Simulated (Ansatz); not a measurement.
Take ZnCu$_{2}$SnS$_{4}$ (space group I-4, No. 82; a = 5.317 Å, c = 10.643 Å) as the base.

Computed with LDA (Ansatz, a first-principles code), no spin-orbit coupling.

One change was made to it. Results:

```csv
quantity,base,after
density,4.85 g/cm³,5.75 g/cm³
band gap,0.14 eV,0.65 eV
width of the top valence band,1.07 eV,1.54 eV
"valence-band top at Γ (three highest levels, from the VBM)","0.00, -0.04, -0.04 eV","0.00, -0.02, -0.02 eV"
```

Task: Which of these changes matches the shifts?
(A) pressure 22.5 GPa
(B) pressure 4.5 GPa
(C) pressure 9 GPa
(D) pressure 0.9 GPa

Result: A, pressure 22.5 GPa. For comparison, the band gap in the other runs: pressure 9 GPa gives 0.38 eV; pressure 0.9 GPa gives 0.17 eV; pressure 4.5 GPa gives 0.27 eV.

Load acts through the strain it causes; cell and atoms are relaxed under it. No phonon test of stability was made. No other phases were tried under pressure. The final runs are not spin-polarised. A zero or small gap of ZnCu2SnS4 can be the functional's error rather than a property of the material.
